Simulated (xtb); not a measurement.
xtb 6.7.1, GFN1-xTB: Fc1cc(-c2ccc3ccccc3c2)sc1-c1ccc2ccccc2c1, 41 atoms. The geometry is a generated start, not checked to be a minimum at this level.

```yaml
run_flags: --grad
method: GFN1-xTB
"--acc": 1 (default)
"--etemp (K)": 300 (default)
basis_functions: 140
valence_electrons: 124
```

One run each on 1 thread. Values of broydamp tried: 0.02, 0.05, 0.1, 0.2, 0.4 (default), 0.6, 0.8, 1.

Problem. Predict the course of the SCC iterations along this series.

Solution. Fewest SCC iterations, within one of each other: 0.2 with 12, 0.4 (default) with 11, 0.6 with 12. The count rises to 18 at 0.02. All converge to one solution.

```json
[
 {"broydamp": "0.02", "SCC iterations": "18", "end": "same solution"},
 {"broydamp": "0.05", "SCC iterations": "16", "end": "same solution"},
 {"broydamp": "0.1", "SCC iterations": "14", "end": "same solution"},
 {"broydamp": "0.2", "SCC iterations": "12", "end": "same solution"},
 {"broydamp": "0.4 (default)", "SCC iterations": "11", "end": "same solution"},
 {"broydamp": "0.6", "SCC iterations": "12", "end": "same solution"},
 {"broydamp": "0.8", "SCC iterations": "13", "end": "same solution"},
 {"broydamp": "1", "SCC iterations": "14", "end": "same solution"}
]
```
